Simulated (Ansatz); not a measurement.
## BaS: energy against strain

BaS (rock salt, Fm-3m, 31.726 Å³/atom at rest) under an equal strain ε in the (001) plane with the normal axis free, as in a coherent film. PBEsol in Ansatz, a plane-wave DFT program (PAW, default set), 420 eV, 9×9×9 Γ-centred mesh, Fermi-Dirac smearing 0.05 eV; ions are relaxed within the symmetry of each cell.

Here s stands for strain and y for E less E0.

| strain (%) | E less E0 (meV/atom) |
|---|---|
| -1.50 | 5.54 |
| -1.00 | 2.42 |
| -0.50 | 0.60 |
| 0.00 | 0.00 |
| 0.50 | 0.55 |
| 1.00 | 2.17 |
| 1.50 | 4.81 |
| 3.00 | ? |

**Question.** Using a parabola, estimate the missing y at s = 3.00 from the other rows, showing the fit.

**Answer.** Least squares gives y = -0.001 - 0.1957·s + 2.3000·s². Residuals (row less fit): 0.072, -0.075, -0.072, 0.001, 0.074, 0.067, -0.070; standard error 0.088 (degrees of freedom: 4). Twice the quadratic coefficient over the volume, 2 × 2.3000 meV × 10⁴ × 0.1602 / 31.726 Å³, is twice the biaxial elastic modulus of this plane = 232 ± 4 GPa. At the withheld row, y = -0.001 - 0.1957 × 3.0 + 2.3000 × 3.0² = 20.112 meV/atom. The calculation gives 18.14 meV/atom, 1.972 meV/atom below the prediction (10.9 % of the range of y in the table). The row lies outside the fitted rows, so this is an extrapolation. From the scatter of the fitted rows alone, a prediction at this place has a standard error of 0.336 meV/atom, so the miss is 5.9 times that.

One order more, fitted to all 13 runs of the series, follows each within 0.03, so the miss is the next term of a smooth law. Rows are the converged runs of the series near zero and its far end; series whose fitted rows scatter by over a few per cent of the range, as at a crossing or softening among them, aren't shown in this form. Most that stay on the fit to the last digits aren't either.
